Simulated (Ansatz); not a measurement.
# Response to strain in ZnO

The parent structure is ZnO in the wurtzite structure (space group P6_3mc, No. 186; a = 3.279 Å, c = 5.294 Å). Axes: x lies along a and z along c of the hexagonal cell.

Strains are applied to the cell and any free atomic positions relax.

Level of theory: Ansatz (an electronic-structure program), PBE, PAW, cutoff 420 eV, without spin-orbit coupling.

Notes on the quantities. pressure: mean of the normal stresses, compression positive.

```json
[
 {"change": "base", "volume per atom": "12.33 Å³", "band gap": "0.74 eV", "pressure": "0.00 GPa", "electron mass": "0.14 mₑ (at Γ)"},
 {"change": "uniaxial strain ε_zz = −3.00 %", "volume per atom": "11.96 Å³", "band gap": "0.82 eV", "pressure": "4.08 GPa", "electron mass": "0.15 mₑ along z, 0.14 mₑ across (at Γ)"},
 {"change": "uniaxial strain ε_zz = −2.40 %", "volume per atom": "12.03 Å³", "band gap": "0.81 eV", "pressure": "3.23 GPa", "electron mass": "–"},
 {"change": "uniaxial strain ε_zz = −1.80 %", "volume per atom": "12.10 Å³", "band gap": "0.79 eV", "pressure": "2.39 GPa", "electron mass": "0.14 mₑ (at Γ)"},
 {"change": "uniaxial strain ε_zz = −1.20 %", "volume per atom": "12.18 Å³", "band gap": "0.78 eV", "pressure": "1.58 GPa", "electron mass": "0.14 mₑ (at Γ)"},
 {"change": "uniaxial strain ε_zz = −0.60 %", "volume per atom": "12.25 Å³", "band gap": "0.76 eV", "pressure": "0.78 GPa", "electron mass": "0.14 mₑ (at Γ)"}
]
```

Effective masses come from finite differences of ±0.01 Å⁻¹. Stability against distortions was not tested.
